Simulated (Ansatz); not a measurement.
## ZnS (P3m1, No. 156, 40 atoms in the cell; start mp-557062; a measured phase of this formula has another space group)

Computed with LDA (plane waves, PAW; Ansatz, a program for electronic structure).

Settings: plane-wave cutoff 520 eV, 12×12×1 k mesh (along the axes of the cell as run), Fermi–Dirac smearing 0.01 eV, scalar-relativistic PAW data made under PBE.

Cell (relaxed at this level):

```
CELL_PARAMETERS angstrom
      3.74279     0.00000     0.00000
     -1.87139     3.24135     0.00000
      0.00000     0.00000    61.23527
ATOMIC_POSITIONS crystal
  Zn 0.33333 0.66667 0.95002
  Zn 0.00000 0.00000 0.15000
  Zn 0.66667 0.33333 0.39999
  Zn 0.66667 0.33333 0.90009
  Zn 0.00000 0.00000 0.85003
  Zn 0.66667 0.33333 0.69995
  Zn 0.66667 0.33333 0.10004
  Zn 0.66667 0.33333 0.55001
  Zn 0.00000 0.00000 0.65000
  Zn 0.33333 0.66667 0.05010
  Zn 0.00000 0.00000 0.00004
  Zn 0.00000 0.00000 0.45006
  Zn 0.33333 0.66667 0.19995
  Zn 0.33333 0.66667 0.30004
  Zn 0.33333 0.66667 0.49999
  Zn 0.00000 0.00000 0.34997
  Zn 0.66667 0.33333 0.24998
  Zn 0.33333 0.66667 0.60007
  Zn 0.66667 0.33333 0.80003
  Zn 0.33333 0.66667 0.74998
  S  0.66667 0.33333 0.58754
  S  0.66667 0.33333 0.13749
  S  0.33333 0.66667 0.63750
  S  0.66667 0.33333 0.83745
  S  0.33333 0.66667 0.33747
  S  0.33333 0.66667 0.98746
  S  0.33333 0.66667 0.08753
  S  0.33333 0.66667 0.23740
  S  0.66667 0.33333 0.73740
  S  0.66667 0.33333 0.93752
  S  0.00000 0.00000 0.88756
  S  0.66667 0.33333 0.43752
  S  0.66667 0.33333 0.28750
  S  0.00000 0.00000 0.48749
  S  0.33333 0.66667 0.78750
  S  0.00000 0.00000 0.38741
  S  0.00000 0.00000 0.03757
  S  0.00000 0.00000 0.18745
  S  0.33333 0.66667 0.53743
  S  0.00000 0.00000 0.68745
```

band gap: 2.15 eV (direct)

A start named mp-… is a Materials Project structure, which need not be a measured phase.
